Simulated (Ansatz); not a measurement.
CdSe with two functionals, isotropic strain −2.38 %

Start from CdSe in the wurtzite structure (space group P6_3mc, No. 186; a = 4.383 Å, c = 7.155 Å).

(Cell as relaxed with PBE.)

Levels (all Ansatz, a first-principles code, PAW, earlier PAW set): PBE (420 eV, spin-orbit coupling left out); r2SCAN (500 eV, no SOC).

Each level relaxes its own structure.

| base | PBE | r2SCAN |
|---|---|---|
| volume per atom | 29.76 Å³ | 28.86 Å³ |
| lattice parameter a | 4.383 Å | 4.340 Å |
| band gap | 0.54 eV | 1.10 eV |

One thing is altered: an isotropic linear strain of −2.38 %, atoms relaxed at fixed cell.

| quantity | PBE | r2SCAN |
|---|---|---|
| valence-band top at Γ (three highest levels, from the VBM) | 0.00, 0.00, -0.05 eV | [?] |
| energy relative to the base (free energy F) | +23 meV/atom | [?] |
| mean gap deformation potential ΔEg/Δln V | -2.2 eV | [?] |

What does r2SCAN give?


- valence-band top at Γ (three highest levels, from the VBM), r2SCAN: 0.00, 0.00, -0.06 eV
- energy relative to the base (free energy F), r2SCAN: +26 meV/atom
- mean gap deformation potential ΔEg/Δln V, r2SCAN: -2.4 eV

PBE's energy relative to the base lies 2.7 meV/atom below r2SCAN's. Neither level is exact; r2SCAN is the comparison here, not a measurement.

No phonon test of stability was made.
